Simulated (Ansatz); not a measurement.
Consider ZnO in the wurtzite structure (space group P6_3mc, No. 186; a = 3.235 Å, c = 5.211 Å). Axes: x lies along a and z along c of the hexagonal cell.

All numbers come from r2SCAN (Ansatz, a program for electronic structure), scalar-relativistic without spin-orbit coupling, earlier PAW set.

Now apply this change: an isotropic linear strain of −0.75 %, atoms relaxed at fixed cell.

**Question.** Predict the stress tensor and what it implies for the stiffness.

**Answer.** Stress of the strained cell less that of the base (GPa, compression positive):
```
   3.56    0.00    0.00
   0.00    3.56    0.00
   0.00    0.00    3.52
```

Then B = −ΔP/(ΔV/V₀) with ΔV/V₀ = -0.0223 gives secant stiffness values (nonlinear terms included at this strain): B (at held cell shape, above the free-shape value) ≈ 159 GPa.

No phonon test of stability was made.
